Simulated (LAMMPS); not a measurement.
MD of Au (fcc) at zero pressure, 4000 atoms, as a crystal; each row is its own run.

Method: classical MD, pair style eam, the elements' _u3.eam files (universal-3 set of Foiles, Baskes and Daw); code LAMMPS.

```
T (K)  enthalpy (eV/atom)
-----  ------------------
200               -3.8777
600               -3.7691
800               -3.7121
1000              -3.6521
1200              -3.5871
```

Problem. Fit a straight line, y = a + b x, to these rows (x is the first column, y the second) and predict the run at x = 300.

Solution. Least squares gives a = -3.9395 and b = 0.0002893. At x = 300 the fit predicts -3.8527 eV/atom. The run itself gave -3.8512 ± 0.0001 eV/atom, so the fit is 1.5 meV/atom low.

Caution (row 1200): this crystal lies over the melting point of about 1120 K that EAM-type universal-3 set of Foiles, Baskes and Daw gives, so it is superheated.
